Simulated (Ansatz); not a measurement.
Consider TlBr in the CsCl type structure (space group Pm-3m, No. 221).

```
CELL_PARAMETERS angstrom
      3.83953     0.00000     0.00000
      0.00000     3.83953     0.00000
      0.00000     0.00000     3.83953
ATOMIC_POSITIONS crystal
  Tl 0.00000 0.00000 0.00000
  Br 0.50000 0.50000 0.50000
```

Cartesian axes are those of the cell as printed.

Level of theory: plane-wave PAW DFT at the LDA level (Ansatz, a program for electronic structure, 420 eV), no spin-orbit coupling.

Strains are applied to the cell and any free atomic positions relax.

One change was made to it. Results:

The energy grows by 2.9 meV/atom; the valley order (the lowest conduction-band minima on the path, energy above the VBM, named in the base's zone) changes from X along ⟨100⟩ 1.37 eV; R along ⟨111⟩ 1.49 eV to X along [001] 1.15 eV; R along [111] 1.23 eV; X along [010] 1.31 eV; the hole mass becomes 0.34 mₑ along x, 0.14 mₑ along y, 0.43 mₑ along z (at X) (base: 0.16 mₑ along k, 0.39 mₑ across (at X)).

### Question
What was done to the base?
A) uniaxial strain ε_zz = +1.00 %
B) uniaxial strain ε_zz = −2.50 %
C) uniaxial strain ε_zz = −1.00 %
D) uniaxial strain ε_zz = −3.00 %
E) uniaxial strain ε_zz = −0.50 %

### Answer
B, uniaxial strain ε_zz = −2.50 %. For comparison, the valley order in the other runs: uniaxial strain ε_zz = −1.00 % gives X along [001] 1.28 eV; X along [010] 1.35 eV; R along [111] 1.38 eV; uniaxial strain ε_zz = −0.50 % gives X along [001] 1.32 eV; X along [010] 1.36 eV; R along [111] 1.44 eV; uniaxial strain ε_zz = +1.00 % gives X along [010] 1.35 eV; X along [001] 1.42 eV; R along [111] 1.50 eV; uniaxial strain ε_zz = −3.00 % gives X along [001] 1.11 eV; R along [111] 1.18 eV; X along [010] 1.30 eV.

Spin-orbit coupling, missing from the scalar runs, can matter with Tl. The levels and masses belong to the bands next to the band gap. Effective masses come from finite differences of ±0.01 Å⁻¹. Along k means along the line from Γ to the band edge. Stability against distortions was not tested.
